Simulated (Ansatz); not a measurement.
Given:

Host crystal: anatase TiO2, with a band gap (PBE, scalar-relativistic without spin-orbit coupling).

End structure of Cu on the 1x1 (101) surface of anatase TiO2 (cut with top plane O), one in a 1x1 cell, started at the site 'hollow O-O-O over O at depth 4.4 Å':

```
CELL_PARAMETERS angstrom
      3.79876     0.00000     0.00000
      1.89938     5.20899     0.00000
      0.00000     0.00000    28.50000
ATOMIC_POSITIONS crystal
  O  0.28178 0.43645 0.33526
  Ti 0.12857 0.74287 0.36727
  O  0.57796 0.84409 0.35911
  O  0.93655 0.12690 0.38395
  Ti 0.39781 0.20438 0.38398
  O  0.22206 0.55589 0.41952
  O  0.43854 0.12291 0.45736
  Ti 0.26853 0.46346 0.48731
  O  0.73033 0.53934 0.49117
  O  0.08470 0.83083 0.50989
  Ti 0.54770 0.90441 0.50984
  O  0.37500 0.25041 0.54383
  O  0.59446 0.81119 0.58283
  Ti 0.41334 0.17363 0.60804
  O  0.89055 0.21913 0.62095
  O  0.24433 0.51150 0.64087
  Ti 0.69666 0.60678 0.63363
  O  0.55110 0.89811 0.67565
  Cu 0.03754 0.92528 0.68666
```

Set-up: 19 atoms, 9.4 Å thick at the start under the adsorbate (thin: gaps and levels are the slab's own); mesh 6x4x1; 0.01 eV smearing; dipole correction on; 7 atoms held, the rest relaxed; no symmetry held; spin-polarised, ending with about 0.6 μB a cell, a value that depends on the mesh; orders that need a larger cell were not tried, no spin-orbit, no U, no dispersion correction. The slab shows no gap over 0.04 eV on its mesh. At the end it is bonded to 2 O + 4 Ti. In PBE it is, or lies within 0.03 eV of, the lowest of the starts that converged.

A negative adsorption energy means that the adsorbate is more stable on the surface than in its reference.

Question: Predict the change of the step from the bottom to the top vacuum level, against the clean slab from PBE (Ansatz, a program for electronic structure).

Answer: -1.35 eV

Question: What adsorption energy against an atom of fcc Cu does PBE give?

Answer: 1.89 eV

Question: What work function of the top face does PBE give?

Answer: 3.39 eV
